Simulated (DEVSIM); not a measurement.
System: abrupt InP p-n junction, at 250 K.

```
layer (left to right)  material  thickness (μm)  Nd (cm⁻³)  Na (cm⁻³)   τn (s)   τp (s)
---------------------  --------  --------------  ---------  ---------  -------  -------
1                           InP            13.0          -     2.3e17  8.9e-10  8.9e-10
2                           InP             300     4.7e15          -  8.9e-10  8.9e-10
```

Left contact: ohmic. Right contact: ohmic. Voltage is applied to the left contact. Recombination: SRH at mid-gap, radiative, Auger. Mobility is constant in doping.

This is a model device: material constants are rounded textbook-type values typed into the input, and sizes, dopings and lifetimes were drawn at random. Values at 300 K; Nc and Nv go as T^1.5, mobilities as T to minus their exponent, the gap by Varshni's rule with the affinity fixed.

```csv
parameter,InP
gap (eV),1.344
affinity (eV),4.38
permittivity,12.5
Nc (cm⁻³),5.7e17
Nv (cm⁻³),1.1e19
μn (cm²/Vs),5200
μp (cm²/Vs),170
T exponent of μn,2
T exponent of μp,2
B (cm³/s),1.2e-10
Cn (cm⁶/s),9e-31
Cp (cm⁶/s),9e-31
Varshni α (eV/K),0.000363
Varshni β (K),162
```

Simulated with DEVSIM: 1D drift-diffusion, Boltzmann statistics, complete ionisation; no tunnelling, impact ionisation, image-force lowering or self-heating.

The doping Na of layer 1 was swept, all else fixed.

```csv
doping Na of layer 1 (cm^-3),dark forward voltage at 1 A/cm² (V),potential step across the device at zero bias (V),largest field in the device at zero bias (V/cm)
6.9e15,0.985,1.109,29000
2.3e16,0.996,1.135,35000
6.9e16,1.003,1.159,38000
2.3e17,1.006,1.185,41000
6.9e17,1.007,1.208,52000
2.3e18,1.008,1.234,80000
```

From the first row to the last the dark forward voltage at 1 A/cm² goes from 0.985 to 1.008. From the first row to the last the potential step across the device at zero bias goes from 1.109 to 1.234.
